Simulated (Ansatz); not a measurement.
**SrTe: isotropic strain −0.50 %**

Consider SrTe in the rock salt structure (space group Fm-3m, No. 225; a = 6.607 Å).

It is then changed as follows: every lattice vector is shortened by 0.50 %; the atoms relax in the strained cell.

The values are results of Kohn–Sham DFT with the PBEsol functional, run in Ansatz (a quantum-chemistry and plane-wave program) with PAW and 420 eV plane waves, scalar-relativistic without spin-orbit coupling, not measurements. k-mesh 9×9×9 (Γ-centred); smearing 0.05 eV (Fermi–Dirac).

- Shortest interatomic distance = 328.7 pm (base 330.3 pm)
- Energy relative to the base (free energy F) = +0.9 meV/atom
- Pressure = 5.6 kbar (base 0.0 kbar)
- Band gap = 1.53 eV (base 1.57 eV)
- Gap character = indirect, Γ → X (base indirect, Γ → X)
- Smallest direct gap = 2.30 eV (base 2.33 eV)
- Mean gap deformation potential ΔEg/Δln V = +2.8 eV
- Width of the top valence band = 1.62 eV (base 1.58 eV)
- Electron mass = 1.3 mₑ along k, 0.24 mₑ across (at X) (base 1.3 mₑ along k, 0.24 mₑ across (at X))
- Hole mass (degenerate bands, along [100]) = 0.14, 0.84, 0.84 mₑ (at Γ) (base 0.14, 0.85, 0.85 mₑ (at Γ))
- Valley order (the lowest conduction-band minima on the path, energy above the VBM, named in the base's zone) = X along ⟨100⟩ 1.53 eV; Γ 2.89 eV (base X along ⟨100⟩ 1.57 eV; Γ 2.82 eV)

Final structure:

```
CELL_PARAMETERS angstrom
      0.00000     3.28682     3.28682
      3.28682     0.00000     3.28682
      3.28682     3.28682     0.00000
ATOMIC_POSITIONS crystal
  Sr 0.00000 0.00000 0.00000
  Te 0.50000 0.50000 0.50000
```

Spin-orbit coupling, missing from the scalar runs, can matter with Te. Effective masses come from finite differences of ±0.01 Å⁻¹. Along k means along the line from Γ to the band edge. Whether these cells are dynamically stable was not tested.
